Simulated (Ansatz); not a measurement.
Results of r²SCAN+SOC in Ansatz (PAW) for cubic perovskite BaLiF3.

Run with plane-wave cutoff 560 eV, 8×8×8 k mesh, Fermi–Dirac smearing 0.01 eV, PAW data made under PBE.

On both sides of the equilibrium volume: at 12.371 Å³/atom the pressure is 1.69 GPa and the direct gap at Γ 7.388 eV; at 12.876 Å³/atom they are -1.51 GPa and 7.322 eV. The fitted bulk modulus is 80.0 GPa.

Work out the volume deformation potential of this gap and its pressure coefficient, in two ways.

a_V = dE_g/d ln V = (7.322 − 7.388)/ln(12.876/12.371) = -1.65 eV. Since dP = −B d ln V, dE_g/dP = −a_V/B = 21 meV/GPa. Straight from the pressures: (7.388 − 7.322)/(1.69 − (-1.51)) = 21 meV/GPa. At this level and over this range the gap at Γ widens under pressure.

Note: the relaxation could not lower the start's symmetry, so the cell can be a saddle point above a distorted one.

Ansatz is a quantum-chemistry and plane-wave program.
